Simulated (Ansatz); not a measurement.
The starting structures come from a database of crystals and need not be the phases stable at ambient conditions.

Tunnelling through a barrier is set by its complex band structure: the current falls as exp(−2κd) with the smallest κ.

Here is the system:

```yaml
crystal:
  lattice:
    - [4.88061, 0.00000, 0.00000]
    - [-2.44031, 4.22673, 0.00000]
    - [0.00000, 0.00000, 9.38516]
  atoms:
    - { symbol: Ba, position: [0.00000, 0.00000, 0.50000] }
    - { symbol: Ba, position: [0.00000, 0.00000, 0.00000] }
    - { symbol: Al, position: [0.66667, 0.33333, 0.75000] }
    - { symbol: Al, position: [0.33333, 0.66667, 0.25000] }
    - { symbol: B, position: [0.33333, 0.66667, 0.75000] }
    - { symbol: B, position: [0.66667, 0.33333, 0.25000] }
    - { symbol: O, position: [0.94500, 0.32801, 0.25000] }
    - { symbol: O, position: [0.38301, 0.05500, 0.25000] }
    - { symbol: O, position: [0.67199, 0.61699, 0.25000] }
    - { symbol: O, position: [0.61699, 0.67199, 0.75000] }
    - { symbol: O, position: [0.32801, 0.94500, 0.75000] }
    - { symbol: O, position: [0.05500, 0.38301, 0.75000] }
    - { symbol: F, position: [0.66667, 0.33333, 0.55399] }
    - { symbol: F, position: [0.66667, 0.33333, 0.94601] }
    - { symbol: F, position: [0.33333, 0.66667, 0.05399] }
    - { symbol: F, position: [0.33333, 0.66667, 0.44601] }
```

Space group of this cell: P-62c. The cell is taken as given.

Transport runs along the normal of the first two printed cell vectors, the (001) plane of the conventional cell.

The gap is the functional's own. No spin-orbit coupling. Mid-gap values are interpolated on the energy grid.

### Question
Predict the band gap and the smallest decay constant κ at mid-gap from PBEsol in Ansatz (an electronic-structure program).

### Answer
Gap 6.26 eV on a 12×12×4 mesh; κ = 0.489 1/Å, at the zone centre.
